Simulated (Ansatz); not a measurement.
# By hand: formation energy of InAs (zinc blende, F-43m) from the elements

We look at the formation energy of InAs (zinc blende, F-43m) from the elements. Reaction: As (R-3m) + In (I4/mmm) → InAs (zinc blende). A negative value means that the right-hand side lies lower. The value is per atom of the solid.

InAs (zinc blende, F-43m), 2 atoms in the cell. Conventional cell: a = 6.112 Å, b = 6.112 Å, c = 6.112 Å, α = 90.00°, β = 90.00°, γ = 90.00°.

Method: Ansatz (a first-principles code), PAW, neutral cells at 0 K with nuclei at rest, on structures from PBE+D3(BJ). Ansatz runs with its default PAW set. Other levels take these structures. The lattices are those relaxed with PBE+D3(BJ), so at other levels the solids can be strained, which adds to the spread. A dispersion term (D3(BJ), or D4 for r2SCAN) was computed beside these levels and is taken off wherever the name lacks it. Spin-orbit coupling is left out.

Total energies of the cells in eV, at zero smearing width. They compare only within one column; the weights balance every element.

| cell | atoms | weight | r2SCAN | PBEsol |
|---|---|---|---|---|
| InAs (zinc blende) | 2 | +2 | -10477.17872 | -10338.82634 |
| As (R-3m) | 2 | −1 | -9729.09520 | -9626.04733 |
| In (I4/mmm) | 1 | −2 | -5611.81799 | -5525.40622 |

r2SCAN: 2 × (-10477.17872) − (-9729.09520) − 2 × (-5611.81799) = -1.626 eV; dividing by 4 atoms gives -0.41 eV/atom.

PBEsol: 2 × (-10338.82634) − (-9626.04733) − 2 × (-5525.40622) = -0.793 eV; dividing by 4 atoms gives -0.20 eV/atom.

What follows from the r2SCAN value: A formula unit of InAs has 2 atoms, so it forms with -0.4066 × 2 = -0.813 eV, or -78.4 kJ/mol at 96.485 kJ/mol per eV.
